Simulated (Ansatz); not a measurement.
**F on the 1x1 (101) surface of anatase TiO2 (cut with top plane O), one in a 2x1 cell, started at the site 'hollow O-O-O over O at depth 4.4 Å'**

Host crystal: anatase TiO2, with a band gap (PBE, scalar-relativistic without spin-orbit coupling).

The numbers are results of r2SCAN, at the PBE geometry and the start's symmetry (plane waves to 500 eV, PAW; Ansatz, a quantum-chemistry and plane-wave program), not measurements.

Slab: 37 atoms, 9.4 Å thick at the start under the adsorbate (thin: gaps and levels are the slab's own); k 3x4x1, smearing 0.01 eV, dipole-corrected; single point; no symmetry held, on the structure that PBE left; spin-polarised, ending with about 1.0 μB a cell, a value that depends on the mesh; orders that need a larger cell were not tried, no spin-orbit, no U, no dispersion correction. The slab shows no gap over 0.04 eV on its mesh. The program's check for a lower electronic state was not made. At the end it is bonded to Ti. In PBE it is, or lies within 0.03 eV of, the lowest of the starts that converged; the order may differ at this level.

* **adsorption energy against ½ F2(g) at the same level**: -0.77 eV
* **work function of the top face**: 8.94 eV
* **change of the step from the bottom to the top vacuum level, against the clean slab**: 1.19 eV
* **height of the binding atom over the mean of the host atoms within 0.3 Å of the top one**: 1.202 Å
* **nearest host atoms of the binding atom**: Ti at 1.77 Å, O at 2.73 Å, O at 2.73 Å
* **note**: in the relaxation the adsorbate left its starting site by 2.9 Å
* **cost**: roughly 20 core-minutes

A negative adsorption energy means that the adsorbate is more stable on the surface than in its reference.
